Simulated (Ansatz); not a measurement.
```xyz
6
Lattice="3.0705 0.0000 0.0000 0.0000 3.0705 0.0000 0.0000 0.0000 5.7158" Properties=species:S:1:pos:R:3 pbc="T T T"
Cr     0.0000     0.0000     0.0000
Cr     1.5353     1.5353     0.0000
Cr     1.5353     0.0000     2.0313
Cr     0.0000     1.5353     3.6845
C      1.5353     0.0000     4.0895
C      0.0000     1.5353     1.6263
```

Spin-polarised, with starting moments of sign Cr0 Cr0 Cr+ Cr+ C0 C0.

Level of theory: Ansatz (a program for electronic structure) PBE, no SOC. Settings: 15×15×8 k-points, 0.05 eV Fermi–Dirac smearing.

Q: What band gap does the calculation give?

A: Zero.

Q: Predict the pressure (mean of the normal stresses, compression positive).

A: 6.1 GPa.

Other magnetic orders, which the real material may have, were not ruled out. The cells carry an imposed strain or load. Stability against distortions was not tested. Seeded moments were not kept for biaxial strain −1.71 %, plane normal [001], relaxed out of plane. The cell was made from Cr2C (space group P4/nmm, No. 129; ferromagnetic; a hypothetical phase, not in the database extracts checked) by this change: biaxial strain −1.71 %, plane normal [001], relaxed out of plane.
